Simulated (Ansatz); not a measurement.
**Convergence study of the k-point mesh at a smearing width of 0.3 eV for Pb (P-3m1, 2 atoms in the cell)**

```yaml
crystal:
  lattice:
    - [3.45423, 0.00000, 0.00000]
    - [-1.72712, 2.99145, 0.00000]
    - [0.00000, 0.00000, 5.96740]
  atoms:
    - { symbol: Pb, position: [0.33333, 0.66667, 0.25838] }
    - { symbol: Pb, position: [0.66667, 0.33333, 0.75000] }
```

Level of theory: PBEsol, default PAW files made with PBE (plane waves; Ansatz, a quantum-chemistry and plane-wave program).

Base settings: basis.ecutwfc = 420 eV; kpoints.mp_grid.grid = 11 11 6; hamiltonian.xc = pbesol; hamiltonian.pseudopotentials = {kind: paw} (the program's default PAW files); scf.occupations.method = gaussian; scf.occupations.width = 0.1 eV.

In this ladder: scf.occupations.width = 0.3 eV.

Only quantities that move along the ladder and can be compared are tabulated.

The count of work is k-points × plane waves × bands × iterations; it is no time. 

The starting cell comes from a database of computed structures (which also holds hypothetical and non-ambient phases and stackings), without a prior relaxation at this level. Its lattice was rescaled by up to half a per cent. One atom was moved a little off its site on purpose. Ansatz's pressure includes its estimate of the finite-basis (Pulay) stress.

| kpoints.mp_grid.grid | free energy less the last step's (meV/atom) | pressure (GPa) | largest difference of a force vector from the last step's (eV/Å) | count of work / last |
|---|---|---|---|---|
| 4 4 2 | 182.68 | -1.23 | 0.134 | 0.0097 |
| 5 5 3 | -11.41 | -0.51 | 0.010 | 0.012 |
| 6 6 3 | -10.61 | -1.23 | 0.033 | 0.018 |
| 7 7 4 | 12.05 | -1.02 | 0.020 | 0.034 |
| 8 8 4 | 19.51 | -1.15 | 0.031 | 0.042 |
| 10 10 5 | -2.13 | -1.04 | 0.003 | 0.070 |
| 12 12 6 | 0.40 | -1.20 | 0.004 | 0.12 |
| 15 15 8 | 0.10 | -1.20 | 0.002 | 0.23 |
| 18 18 9 | 0.25 | -1.13 | 0.001 | 0.35 |
| 21 21 11 | 0.30 | -1.15 | 0.000 | 0.57 |
| 26 26 13 | 0.00 | -1.16 | 0.000 | 1.0 |

Coarsest kpoints.mp_grid.grid that holds the free energy within 1 meV/atom of the last step, with all finer ones: 12 12 6, at 0.12 of the last step's count of work; the step before is off by 2.1 meV/atom.

Coarsest kpoints.mp_grid.grid that holds the pressure within 0.05 GPa of the last step, with all finer ones: 12 12 6, at 0.12 of the last step's count of work; the step before is off by 0.12 GPa.

Coarsest kpoints.mp_grid.grid that holds the forces within 0.005 eV/Å of the last step, with all finer ones: 10 10 5, at 0.070 of the last step's count of work; the step before is off by 0.031 eV/Å.

Two neighbours can agree and both be off: 5 5 3 and 6 6 3 differ by 0.80 meV/atom in the free energy, yet lie about 11 meV/atom from the last step.

Keys are those of Ansatz 0.2.
